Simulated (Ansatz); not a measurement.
The reference is BAs in the zinc blende structure (space group F-43m, No. 216).

```
BAs
1.0
    0.00000     2.39129     2.39129
    2.39129     0.00000     2.39129
    2.39129     2.39129     0.00000
As B
1 1
Direct
  0.75000   0.75000   0.75000
  0.00000   0.00000   0.00000
```

Computed with plane-wave PAW DFT at the r2SCAN level (Ansatz, a program for electronic structure, 500 eV), no spin-orbit coupling, earlier PAW set.

Before the change:

The hole mass is 0.21, 0.22, 0.22 mₑ (at Γ) and the smallest direct gap is 3.44 eV. The band gap is 1.38 eV.

It is then changed as follows: cell and atoms relaxed at a pressure of 5 GPa.

### Question
Predict the new hole mass, smallest direct gap and band gap.

### Answer
The hole mass (degenerate bands, along [100]) changes from 0.21, 0.22, 0.22 mₑ (at Γ) to 0.21, 0.21, 0.22 mₑ (at Γ); the smallest direct gap increases by 0.038 eV, from 3.44 eV to 3.47 eV; the band gap decreases by 0.04 eV (1.38 eV → 1.34 eV).

Load acts through the strain it causes; cell and atoms are relaxed under it. Masses are band curvatures over ±0.01 Å⁻¹ around the edge. No phonon test of stability was made. No other phases were tried under pressure.
